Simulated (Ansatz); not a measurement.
Input and output of a relaxation of cell and atoms for K2SnHgTe4 (I-42m, 8 atoms in the cell) (Ansatz, an electronic-structure program).

Method of the run: LDA (PW92), default PAW files made with PBE (plane waves; Ansatz).

```
K2SnHgTe4
1.0
   -4.39353     4.39353     3.73584
    4.39353    -4.39353     3.73584
    4.39353     4.39353    -3.73584
K Sn Hg Te
2 1 1 4
Direct
  0.50000   0.00000   0.50000
  0.00000   0.50000   0.50000
  0.00000   0.00000   0.00000
  0.50000   0.50000   0.00000
  0.58681   0.93755   0.00000
  0.06245   0.06245   0.64926
  0.93755   0.58681   0.00000
  0.41319   0.41319   0.35074
```

Reference input (self-consistent single point, DFT, LDA (PW92), plane waves, default PAW files made with PBE): basis.ecutwfc = 420 eV; kpoints.mp_grid.grid = 3 3 3; hamiltonian.xc = lda; hamiltonian.pseudopotentials = {kind: paw} (the program's default PAW files); scf.occupations.method = fixed. This run's input differs from it in these lines:

```diff
@@ -24,2 +24,4 @@
   occupations: { method: fixed }
+relax:
+  cell: {}
 output:
```

Output (repeated stretches shortened):

```
   [... SCF lines of the steps left out ...]
relax step   1: F+E_penalty+E_count = -49707.40272493 eV  Δ(F+E_penalty+E_count) = +0.000e0 eV  max|allowed force component| = 2.288e-1 eV/Å  Δτ_max = 0.0000 Å  P = -2.921 GPa  Ω = 288.453 Å³  (7 SCF iters, dr2 threshold 1.00e-7 eV, accepted)
relax step   2: F+E_penalty+E_count = -49707.67881453 eV  Δ(F+E_penalty+E_count) = -2.761e-1 eV  max|allowed force component| = 1.344e-1 eV/Å  Δτ_max = 0.0126 Å  P = -0.501 GPa  Ω = 264.248 Å³  energy of the carried Pulay correction = +3.841e-3 eV  [...]
   [... lines left out ...]
relax step   5: F+E_penalty+E_count = -49707.73606872 eV  Δ(F+E_penalty+E_count) = -3.564e-4 eV  max|allowed force component| = 5.926e-4 eV/Å  Δτ_max = 0.0038 Å  P = -0.006 GPa  Ω = 251.530 Å³  energy of the carried Pulay correction = +5.998e-3 eV  [...]
relax step   6: F+E_penalty+E_count = -49707.73084738 eV  Δ(F+E_penalty+E_count) = +5.221e-3 eV  max|allowed force component| = 2.189e-4 eV/Å  Δτ_max = 0.0000 Å  P = -0.016 GPa  Ω = 251.530 Å³  stress off target by 2.21e-2 GPa  SCF on the basis [...]
basis re-selected at this cell: Δ(F+E_penalty+E_count) = +5.221e-3 eV, ΔP = -0.010 GPa vs the last step
the relaxation is at rest under the 8 symmetry operations that the run kept from its start: a minimum is not shown …
Free energy (F): -49707.730847 eV
Internal energy: -49707.730847 eV  (E = F + TS)
E sigma→0 (E₀):  -49707.730847 eV
Fermi energy:    7.515998 eV
--- Forces (eV/Å), atoms counted from 1 ---
  atom   1  K      0.00000000     0.00000000     0.00000000
  atom   2  K      0.00000000     0.00000000     0.00000000
   [... lines left out ...]
  cell:  # Å, volume = 251.5296 Å³
   [... lines left out ...]
    - { symbol: Hg, position: [0.5, 0.5, 2.4677245233001887e-19] }
    - { symbol: Te, position: [0.5766911728808859, 0.940931331835801, 0.0] }
    - { symbol: Te, position: [0.05906866816419898, 0.05906866816419898, 0.635759841045085] }
    - { symbol: Te, position: [0.940931331835801, 0.5766911728808859, 0.0] }
    - { symbol: Te, position: [0.423308827119114, 0.423308827119114, 0.36424015895491507] }
```

The run converged. 

Summary of the result:
| Property | Value |
|---|---|
| Free energy E − TS (on the zero of these files) | -49707.7308 eV |
| Top of the valence band (on the code's own zero) | 7.52 eV |
| Gap on the k-point mesh | 1.00 eV |
| Pressure | -0.02 GPa |
| Final cell | a = 6.924 Å, b = 6.924 Å, c = 6.924 Å, α = 105.51°, β = 105.51°, γ = 117.71° |
| Final volume per atom | 31.44 Å³ |
| Relaxation steps | 6 |

The starting cell comes from a database of computed structures (which also holds hypothetical and non-ambient phases and stackings), without a prior relaxation at this level. Spin-orbit coupling is off. The relaxation keeps the symmetry of its start, so its end need not be a minimum. Ansatz's pressure includes its estimate of the finite-basis (Pulay) stress.

Cost on one core of a shared machine: roughly 70 s.

Keys are those of Ansatz 0.2.
